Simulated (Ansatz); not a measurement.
SiSe₂ (Ibam, No. 72, 6 atoms in the cell; start mp-1179443) was calculated with PBE-D3(BJ) (Ansatz, a program for electronic structure, PAW).

Settings: plane-wave cutoff 500 eV, 10×10×10 k mesh, Fermi–Dirac smearing 0.05 eV, scalar-relativistic PAW data made under PBE.

Cell (relaxed at this level):

Space group Ibam (No. 72); a = 5.8627 Å, b = 9.4794 Å, c = 5.8385 Å, α = β = γ = 90.00°

```
atom  site  symmetry       x       y       z
----  ----  --------  ------  ------  ------
Si      4a       222  0.0000  0.0000  0.2500
Se      8j       ..m  0.2227  0.1263  0.0000
```
(The calculation used a cell of 6 atoms; values per cell refer to that cell.)

Q: Estimate the band gap that the calculation returns.

A: 
- band gap = 1.48 eV (on the SCF k mesh)

Note: the relaxation could not lower the start's symmetry, so the cell can be a saddle point above a distorted one.

Spin–orbit coupling is not included.

The result took around 8 core-minutes (rough).

A start named mp-… is a Materials Project structure, which need not be a measured phase.
